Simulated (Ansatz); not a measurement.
## Convergence study of the plane-wave cutoff for HgPt3 (Cmm2, 4 atoms in the cell)

```yaml
crystal:
  lattice:
    - [2.90564, -3.96068, 0.00000]
    - [2.90564, 3.96068, 0.00000]
    - [0.00000, 0.00000, 2.89696]
  atoms:
    - { symbol: Hg, position: [0.00000, 0.00000, 0.01726] }
    - { symbol: Pt, position: [0.50000, 0.50000, 0.00000] }
    - { symbol: Pt, position: [0.00000, 0.50000, 0.50000] }
    - { symbol: Pt, position: [0.50000, 0.00000, 0.50000] }
```

Computed with PBEsol, default PAW files made with PBE (plane waves; Ansatz, a quantum-chemistry and plane-wave program).

Base settings: basis.ecutwfc = 420 eV; kpoints.mp_grid.grid = 6 6 9; hamiltonian.xc = pbesol; hamiltonian.pseudopotentials = {kind: paw} (the program's default PAW files); scf.occupations.method = fermi_dirac; scf.occupations.width = 0.1 eV.

The second cell is the first with its lattice scaled by 0.98.

The mesh stays at the base's, so the ladder's end is converged at best in this setting alone.

The first pressure column holds Ansatz's estimate of the finite-basis (Pulay) stress, which hides part of the cutoff error; the other is without it.

Only quantities that move along the ladder and can be compared are tabulated.

The count of work is k-points × plane waves × bands × iterations; it is no time. 

The starting cell comes from a database of computed structures (which also holds hypothetical and non-ambient phases and stackings), without a prior relaxation at this level. Its lattice was rescaled by up to half a per cent. One atom was moved a little off its site on purpose. Spin polarisation is off. In the base run, with a pressure of about -8 GPa the cell is away from its equilibrium volume at this level.

| basis.ecutwfc | free energy less the last step's (meV/atom) | energy of the compressed cell less the first (meV/atom) | pressure (GPa) | pressure without the Pulay estimate (GPa) | largest difference of a force vector from the last step's (eV/Å) | count of work / last |
|---|---|---|---|---|---|---|
| 145 eV | 61787.74 | -213.89 | -84.32 | -1825.69 | 1.073 | 0.082 |
| 170 eV | 29193.88 | -385.56 | -70.86 | -1057.83 | 0.306 | 0.096 |
| 190 eV | 15252.89 | -52.48 | -12.60 | -643.67 | 0.386 | 0.12 |
| 210 eV | 7439.22 | 98.75 | 12.97 | -368.23 | 0.221 | 0.11 |
| 230 eV | 3361.30 | 52.05 | 3.55 | -199.78 | 0.025 | 0.13 |
| 250 eV | 1447.89 | 7.36 | -5.20 | -105.74 | 0.048 | 0.15 |
| 295 eV | 176.28 | -15.19 | -8.72 | -25.54 | 0.017 | 0.18 |
| 335 eV | 20.34 | -13.85 | -8.42 | -10.90 | 0.000 | 0.23 |
| 380 eV | 2.67 | -12.83 | -8.26 | -8.38 | 0.000 | 0.22 |
| 420 eV | 1.74 | -12.88 | -8.27 | -8.32 | 0.000 | 0.27 |
| 460 eV | 0.92 | -12.95 | -8.28 | -8.33 | 0.000 | 0.31 |
| 505 eV | 0.41 | -12.97 | -8.28 | -8.30 | 0.000 | 0.35 |
| 565 eV | 0.24 | -12.97 | -8.28 | -8.28 | 0.000 | 0.42 |
| 630 eV | 0.13 | -12.98 | -8.28 | -8.29 | 0.000 | 0.49 |
| 735 eV | 0.07 | -12.98 | -8.28 | -8.28 | 0.000 | 0.62 |
| 840 eV | 0.03 | -12.98 | -8.28 | -8.28 | 0.000 | 0.75 |
| 1010 eV | 0.00 | -12.98 | -8.28 | -8.28 | 0.000 | 1.0 |

Coarsest basis.ecutwfc that holds the pressure within 0.5 GPa of the last step, with all finer ones: 295 eV, at 0.18 of the last step's count of work; the step before is off by 3.1 GPa.

Coarsest basis.ecutwfc that holds the pressure without the Pulay estimate within 1 GPa of the last step, with all finer ones: 380 eV, at 0.22 of the last step's count of work; the step before is off by 2.6 GPa.

Coarsest basis.ecutwfc that holds the free energy within 0.5 meV/atom of the last step, with all finer ones: 505 eV, at 0.35 of the last step's count of work; the step before is off by 0.92 meV/atom.

The energy difference between the two cells stays within 1 meV/atom of the last step's from 335 eV on, the total only from 460 eV on: much of the error is common to both cells and cancels.

At the lowest cutoff the pressure without the Pulay estimate lies 1820 GPa under the last step's, the usual sign of Pulay stress in an incomplete plane-wave basis.

Keys are those of Ansatz 0.2.
